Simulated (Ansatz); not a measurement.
Levels about the gap of amorphous Hf₁₄O₃₄La₄ (52 atoms in a cell of 708 Å³, 8.44 g/cm³; zone centre alone, so wide bands show as single levels with stretches between that a denser mesh fills), at the geometry that PBE relaxed, where it gives -0.1 GPa on a denser mesh. Exact exchange is cut at the faces of this small cell, which leaves a finite-size error. The participation number counts the atoms over which a state spreads; weights are charges in smoothed Voronoi cells. The levels come from a single point, so bond lengths are those of that geometry. Method of the levels: HSE06, scalar-relativistic without spin-orbit coupling (Ansatz, a quantum-chemistry and plane-wave program). Sampling: the zone centre alone; Fermi-Dirac width 0.02 eV; no spin polarisation.

A CHGNet melt-quench gave the starting glass, which DFT then relaxed. O atoms were pushed apart under 1.9 Å during the dynamics, to hinder bonds among them. The hot cell started wider than the set density and was brought back towards it in steps. It is the lowest in DFT energy of 2 quenches. It is a model cell: composition and starting density were chosen by hand, and all elements were melted together. No dispersion term was used. Its density started from a set value of 8.41 and ended at 8.44 g/cm³. The quench (nominally 450 K/ps over its main leg) was far faster than any real one, so the model tends to hold more defects than a real film. A cell of this size samples the disorder only roughly. The volume was free in the relaxation, at fixed shape. Stress components on the final sampling reach 2.8 GPa.

| E - E(highest filled), eV | filling | participation number | largest on | weight O | weight Hf | weight La |
|---|---|---|---|---|---|---|
| -0.36 | filled | 8.8 | O, 2 neighbours | 0.94 | 0.05 | 0.01 |
| -0.32 | filled | 17.0 | O, 3 neighbours | 0.94 | 0.04 | 0.02 |
| -0.23 | filled | 15.3 | O, 4 neighbours | 0.94 | 0.04 | 0.02 |
| -0.18 | filled | 11.7 | O, 2 neighbours | 0.95 | 0.04 | 0.01 |
| -0.07 | filled | 15.2 | O, 3 neighbours | 0.94 | 0.04 | 0.02 |
| -0.05 | filled | 15.6 | O, 4 neighbours | 0.95 | 0.04 | 0.01 |
| 0.00 | filled | 15.1 | O, 4 neighbours | 0.95 | 0.04 | 0.01 |
| 5.47 | empty | 22.9 | La, 8 neighbours | 0.49 | 0.36 | 0.15 |
| 5.82 | empty | 32.8 | Hf, 7 neighbours | 0.45 | 0.41 | 0.14 |
| 5.92 | empty | 36.5 | Hf, 7 neighbours | 0.45 | 0.43 | 0.12 |
| 6.02 | empty | 27.9 | Hf, 7 neighbours | 0.40 | 0.56 | 0.05 |
| 6.13 | empty | 26.8 | Hf, 6 neighbours | 0.39 | 0.50 | 0.11 |
| 6.21 | empty | 30.4 | Hf, 7 neighbours | 0.39 | 0.53 | 0.08 |
| 6.26 | empty | 25.7 | Hf, 6 neighbours | 0.40 | 0.51 | 0.09 |

Most localised among these is the filled level at -0.36 eV, on a O atom, which has 2 neighbours (Hf 1.96 Å, Hf 2.06 Å).
